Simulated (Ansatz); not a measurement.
We look at the energy of the reaction as written. Reaction: cell B → cell A. The sign is products less reactants.

Cell A: a sheet of composition Ga, 1 atom, square cell of 2.62 Å (6.9 Å²), symmetry P4/mmm, 0.0 Å thick under 16 Å of vacuum, in-plane vectors relaxed; planes from bottom to top: Ga; a model cell; spin state with PBE: run without spin, k-point mesh 22×22×1.
```xyz
1
Lattice="2.6180 0.0000 0.0000 0.0000 2.6180 0.0000 0.0000 0.0000 16.0000" Properties=species:S:1:pos:R:3 pbc="T T T"
Ga     0.0000     0.0000     8.0000
```

Cell B: a sheet of composition Ga, 1 atom, hexagonal cell of 2.76 Å (6.6 Å²), symmetry P6/mmm, 0.0 Å thick under 16 Å of vacuum, in-plane vectors relaxed; planes from bottom to top: Ga; a model cell; spin state with PBE: run without spin, k-point mesh 24×24×1.
```
Ga
1.0
    2.75663     0.00000     0.00000
   -1.37832     2.38732     0.00000
    0.00000     0.00000    16.00000
Ga
1
Cartesian
  0.00000   0.00000   8.00000
```

All numbers come from Ansatz (a program for electronic structure), plane waves with PAW, its default PAW set, cutoff 420 eV, 500 eV for r2SCAN. The structures are at rest with PBE; other levels are single points on them. Neutral cells; Fermi-Dirac smearing of at most 0.10 eV in the solids, energies taken to zero width. The lattices are those relaxed with PBE, so at other levels the solids can be strained, which adds to the spread. A dispersion term (D3(BJ), or D4 for r2SCAN) was computed beside these levels and is taken off wherever the name lacks it. Static lattices, no vibrational contributions. Cell A has symmetry P4/mmm and got no random move, so less symmetric positions, which may lie lower, weren't tried. Cell B has symmetry P6/mmm and got no random move, so less symmetric positions, which may lie lower, weren't tried.

**Question.** What value does PBE give?

**Answer.** 0.06 eV, for cell B → cell A.

**Question.** List the value at the remaining levels and say how far they part.

**Answer.** 
```tsv
Level	value (eV)	less PBE
r2SCAN	0.05	-0.01
```

The levels span only 0.01 eV, too little to tell them apart.
